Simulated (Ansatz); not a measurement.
**Pressure series in AlN**

The parent structure is AlN in the zinc blende structure (space group F-43m, No. 216; a = 4.378 Å).

Cell and atoms are relaxed at each pressure.

Computed with plane-wave PAW DFT at the PBEsol level (Ansatz, a program for electronic structure, 420 eV), spin-orbit coupling left out.

Notes on the quantities. enthalpy: H = E + PV relative to the base's energy.

```
variant                 enthalpy  volume per atom  smallest direct gap
-----------------  -------------  ---------------  -------------------
base                           –         10.49 Å³              4.06 eV
pressure −2 GPa    -0.13 eV/atom         10.59 Å³                  ___
pressure −1 GPa    -0.07 eV/atom         10.54 Å³                  ___
pressure 0.9 GPa   +0.06 eV/atom         10.44 Å³              4.10 eV
pressure 2.1 GPa   +0.14 eV/atom         10.38 Å³                  ___
pressure 4.5 GPa   +0.29 eV/atom         10.26 Å³              4.25 eV
pressure 9 GPa     +0.58 eV/atom         10.06 Å³                  ___
pressure 22.5 GPa  +1.40 eV/atom          9.55 Å³              4.90 eV
pressure 30 GPa    +1.84 eV/atom          9.31 Å³              5.14 eV
```

Task: What belongs in the blanks?

Result: 
- pressure −2 GPa, smallest direct gap: 3.97 eV
- pressure −1 GPa, smallest direct gap: 4.01 eV
- pressure 2.1 GPa, smallest direct gap: 4.15 eV
- pressure 9 GPa, smallest direct gap: 4.43 eV

Load acts through the strain it causes; cell and atoms are relaxed under it. Whether these cells are dynamically stable was not tested. Tetrahedral semiconductors of this kind turn to denser phases somewhere between about 1 and 50 GPa; those were not computed, so compressed cells here can lie past the real transition. This is not the structure that AlN has at room temperature and ambient pressure.
